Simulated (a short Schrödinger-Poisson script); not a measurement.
Structure: MOS inversion layer, SiO2 on p-type Si(100), at 400 K.

```
layer  material  thickness (nm)  Na (cm⁻³)
-----  --------  --------------  ---------
1          SiO2             0.8          -
2            Si            1200     1.2e17
```

Constants are typed, rounded textbook-type inputs, not results; the design itself was drawn at random and stands for no fabricated device. SiO2: permittivity 3.9, conduction-band edge (eV) 3.15, gap (eV) 9, electron mass (mₑ) 0.5. Si: permittivity 11.7, conduction-band edge (eV) 0, gap (eV) 1.124, Nv at 300 K (cm⁻³) 3.1e19.

Channel valleys (confinement mass, in-plane density-of-states mass, number): Δ2 0.916, 0.19, 2; Δ4 0.19, 0.417, 4. At the gate the conduction-band edge of layer 1 lies 3.18 eV − eVg above the Fermi level of the channel; the field vanishes at the back. Gaps are held at their typed values at every temperature. Mesh 0.03 nm at interfaces.

Solved with a short Schrödinger-Poisson script written for these runs: 1D Poisson equation in equilibrium, electrons classical, Fermi-Dirac, parabolic valleys, classical holes, full ionisation, no traps, pinning or gate leakage.

The same stack at other levels of the model or other numerical settings:

| run | sheet density of all electrons at Vg = 0.8 V (cm⁻²) | sheet density of all electrons at Vg = 0.2 V (cm⁻²) | capacitance at Vg = 0.8 V (μF/cm²) | centroid of the channel electrons at Vg = 0.8 V (nm) | rough cost against the base |
|---|---|---|---|---|---|
| base | 1.56e13 | 3.30e12 | 3.47 | 0.80 | about 1 |
| electrons treated as classical, Boltzmann | 1.69e13 | 3.41e12 | 3.89 | 0.59 | 0.2 |
| electrons treated as quantum, Hartree | 1.25e13 | 2.33e12 | 3.01 | 1.58 | 6 |
| mesh six times as coarse | 1.51e13 | 3.21e12 | 3.38 | 0.89 | 0.3 |

The classical rows ignore confinement, and Boltzmann statistics overrate the density once the band edge passes the Fermi level.
